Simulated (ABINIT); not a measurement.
ABINIT run on AlInAg₂Se₄ (I-4, 8 atoms in the cell): self-consistent single point.

Method: LDA (PW92), PAW (JTH v2.0 LDA PAW) (plane waves; ABINIT).

The change in words: lattice scaled by 0.98. Reference geometry:
```
CELL_PARAMETERS angstrom
     -3.05922     3.05922     5.80238
      3.05922    -3.05922     5.80238
      3.05922     3.05922    -5.80238
ATOMIC_POSITIONS crystal
  Al 0.25000 0.75000 0.50000
  In 0.00000 0.00000 0.00000
  Ag 0.75000 0.25000 0.50000
  Ag 0.50000 0.50000 0.00000
  Se 0.60177 0.63750 0.50415
  Se 0.36250 0.86665 0.96427
  Se 0.13335 0.09762 0.49585
  Se 0.90238 0.39823 0.03573
```

Reference input (self-consistent single point, DFT, LDA (PW92), plane waves, PAW (JTH v2.0 LDA PAW)): pseudos = [Al.LDA_PW-JTH.xml, In.LDA_PW-JTH.xml, Ag.LDA_PW-JTH.xml, Se.LDA_PW-JTH.xml]; ecut = 42 Ry; pawecutdg = 84 Ry; occopt = 3; tsmear = 0.05 eV; ngkpt = 3 3 3; nshiftk = 1; shiftk = 0 0 0; potentials = JTH v2.0 LDA PAW; nband = 40; kptopt = 1; nstep = 80. This run's input differs from it in these lines:

```diff
@@ -3,7 +3,7 @@
 pseudos "Al.LDA_PW-JTH.xml, In.LDA_PW-JTH.xml, Ag.LDA_PW-JTH.xml, Se.LDA_PW-JTH.xml"
-acell 13.6773889441 13.6773889441 13.6773889441
+acell 13.4038410385 13.4038410385 13.4038410385
 rprim
-        -0.4226741325    0.4226741325    0.8016814551
-         0.4226741325   -0.4226741325    0.8016814551
-         0.4226741325    0.4226741325   -0.8016814551
+        -0.4226741788    0.4226741788    0.8016814063
+         0.4226741788   -0.4226741788    0.8016814063
+         0.4226741788    0.4226741788   -0.8016814063
 natom 8
```

The program printed (abridged):

```
--- !BeginCycle
solver: {iscf: 17, nstep: 80, nline: 4, wfoptalg: 10, }
tolerances: {tolvrs: 1.00E-12, }
...

     iter   Etot(hartree)      deltaE(h)  residm     nres2
 ETOT  1  -175.68756523609    -1.757E+02 5.107E-02 1.553E+01
 ETOT  2  -175.83426082886    -1.467E-01 3.118E-03 4.459E+00
 ETOT  3  -175.82247800079     1.178E-02 1.895E-03 4.496E-01
 ETOT  4  -175.82212468157     3.533E-04 9.789E-04 5.227E-02
 ETOT  5  -175.82203977226     8.491E-05 7.087E-04 3.577E-03
   [... 9 lines left out ...]
 ETOT 15  -175.82205359578     2.558E-12 8.809E-06 3.138E-11
 ETOT 16  -175.82205359579    -4.462E-12 1.004E-05 6.196E-12
 ETOT 17  -175.82205359579    -5.684E-13 4.749E-06 1.222E-12
 ETOT 18  -175.82205359578     1.393E-12 3.923E-06 1.668E-13
 At SCF step   18       nres2   =  1.67E-13 < tolvrs=  1.00E-12 =>converged.

 Cartesian components of stress tensor (hartree/bohr^3)
  sigma(1 1)=  5.85676691E-05  sigma(3 2)=  0.00000000E+00
  sigma(2 2)=  5.85676691E-05  sigma(3 1)=  0.00000000E+00
  sigma(3 3)=  5.22650999E-05  sigma(2 1)=  0.00000000E+00

 ----iterations are completed or convergence reached----

 reduced coordinates (array xred) for    8 atoms
       0.250000000000      0.750000000000      0.500000000000
       0.000000000000      0.000000000000      0.000000000000
       0.750000000000      0.250000000000      0.500000000000
       0.500000000000      0.500000000000      0.000000000000
       0.601770000000      0.637500000000      0.504150000000
       0.362500000000      0.866650000000      0.964270000000
   [... lines left out ...]
 Fermi (or HOMO) energy (eV) =   1.28956   Average Vxc (eV)=  -9.66812
   [... lines left out ...]
'-kT*entropy'       : -2.85926382060333E-05
total_energy        : -1.75822053488227E+02
total_energy_eV     : -4.78436138852159E+03
...

-Cartesian components of stress tensor (GPa)         [Pressure= -1.6613E+00 GPa]
- sigma(1 1)=  1.72312003E+00  sigma(3 2)=  0.00000000E+00
- sigma(2 2)=  1.72312003E+00  sigma(3 1)=  0.00000000E+00
- sigma(3 3)=  1.53769207E+00  sigma(2 1)=  0.00000000E+00

 Calculation completed.
```

The run converged in 18 iterations. 

The starting cell comes from a database of computed structures (which also holds hypothetical and non-ambient phases and stackings), without a prior relaxation at this level. For this run, on top of that: lattice scaled by 0.98.

These are the values that this program gave, and no reference: the one-centre exchange-correlation terms come from a truncated expansion.

Cost on one core of a shared machine: roughly 80 s.
